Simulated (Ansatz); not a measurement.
**Response to strain in Nb2AsC**

Start from Nb2AsC (space group P6_3/mmc, No. 194; a cell from a computed database, its experimental status unchecked).

```xyz
8
Lattice="3.2988 0.0000 0.0000 -1.6494 2.8568 0.0000 0.0000 0.0000 11.9079" Properties=species:S:1:pos:R:3 pbc="T T T"
Nb     0.0000     1.9045     4.8289
Nb     1.6494     0.9523     7.0790
Nb     1.6494     0.9523    10.7829
Nb     0.0000     1.9045     1.1251
As     1.6494     0.9523     2.9770
As     0.0000     1.9045     8.9309
C      0.0000     0.0000     5.9540
C      0.0000     0.0000     0.0000
```

Cartesian axes are those of the cell as printed.

Strains are applied to the cell and any free atomic positions relax; under biaxial strain the out-of-plane vector relaxes too.

Computed with Ansatz (a first-principles code), PBEsol, PAW, cutoff 420 eV, no spin-orbit coupling.

Notes on the quantities. pressure: mean of the normal stresses, compression positive.

| change | pressure | volume per atom |
|---|---|---|
| base | 0.0 GPa | 14.03 Å³ |
| biaxial strain −2.06 %, plane normal [001], relaxed out of plane | 4.0 GPa | 13.75 Å³ |
| biaxial strain −0.90 %, plane normal [001], relaxed out of plane | 1.7 GPa | 13.91 Å³ |
| isotropic strain −3.65 % | 31.9 GPa | 12.55 Å³ |
| isotropic strain −1.83 % | 14.0 GPa | 13.27 Å³ |

Without a gap, meshes like the base's 16×16×4 leave anisotropic stresses uncertain by several tenths of a GPa, and small strain energies with them. No phonon test of stability was made. All final runs are without spin polarisation.
